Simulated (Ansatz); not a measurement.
Results of r²SCAN (plane waves, PAW; Ansatz, a first-principles code) for As (model structure, started from the lonsdaleite type, P6₃/mmc, No. 194, 4 atoms in the cell).

Run with plane-wave cutoff 560 eV, 18×18×10 k mesh (along the axes of the cell as run), Fermi–Dirac smearing 0.05 eV, scalar-relativistic PAW data made under PBE.

Cell (relaxed at this level):

As is taken in the hexagonal space group P6₃/mmc (No. 194), Pearson symbol hP4. Cell: a = b = 4.584 Å, c = 5.752 Å, α = β = 90.00°, γ = 120.00°. As on 4f is coordinated by 1 As at 2.448 Å and 3 As at 2.681 Å (tetrahedral). (Neighbours: up to the widest gap in distance over summed covalent radii, below 1.35, at either atom.)

Task: Give the computed bulk modulus.

Result: 
* **bulk modulus**: 43.8 GPa

The run finds no gap.

Note: the bulk modulus is −V dP/dV from two relaxed cells at ±2 % in volume; the relaxation could raise the start's symmetry but not lower it, so the cell can be a saddle point.

A model structure was made by putting elements into a prototype or built by hand; it is no filed structure, need not be a known phase, and can be a saddle point held by its symmetry.
